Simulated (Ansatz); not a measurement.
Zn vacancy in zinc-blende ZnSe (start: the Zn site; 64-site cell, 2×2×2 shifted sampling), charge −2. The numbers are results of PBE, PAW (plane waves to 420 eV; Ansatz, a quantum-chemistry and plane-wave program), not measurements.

| Quantity | Result |
|---|---|
| total energy of the defect cell | -277930.5794 eV |
| total energy of the perfect cell | -281265.1767 eV |
| μ(Zn) in hcp Zn, atoms added −1 | -3319.0322 eV |
| Δμ(Zn), Se-rich | -1.425 eV |
| valence-band maximum on the cell's zero | 6.305 eV |
| image correction with alignment | 0.931 eV |
| Fermi level above the maximum | 0.30 eV |

### Question
Work out the formation energy.

### Answer
E_f = E(defect) − E(perfect) − Σ n μ + q (E_VBM + E_F) + E_corr = 3334.597 − (3320.458) + (-13.210) + (0.931) = 1.86 eV.
